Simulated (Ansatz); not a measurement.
WSi$_{2}$ (space group I4/mmm, No. 139)

```
CELL_PARAMETERS angstrom
     -1.61458     1.61458     3.93362
      1.61458    -1.61458     3.93362
      1.61458     1.61458    -3.93362
ATOMIC_POSITIONS crystal
  W  0.00000 0.00000 0.00000
  Si 0.33458 0.33458 0.00000
  Si 0.66542 0.66542 0.00000
```

Method: Kohn–Sham DFT with the PBE functional, run in Ansatz (a quantum-chemistry and plane-wave program) with PAW and 420 eV plane waves, scalar-relativistic without spin-orbit coupling. k-mesh 20×20×20 (Γ-centred); smearing 0.05 eV (Fermi–Dirac).

| Quantity | Value |
|---|---|
| Volume per atom | 13.67 Å³ |
| Density | 9.72 g/cm³ |
| Band gap | zero |
| Total energy | -3885.820 eV/atom (σ→0; compares only within this code and set-up) |

Whether these cells are dynamically stable was not tested. The final runs are not spin-polarised.
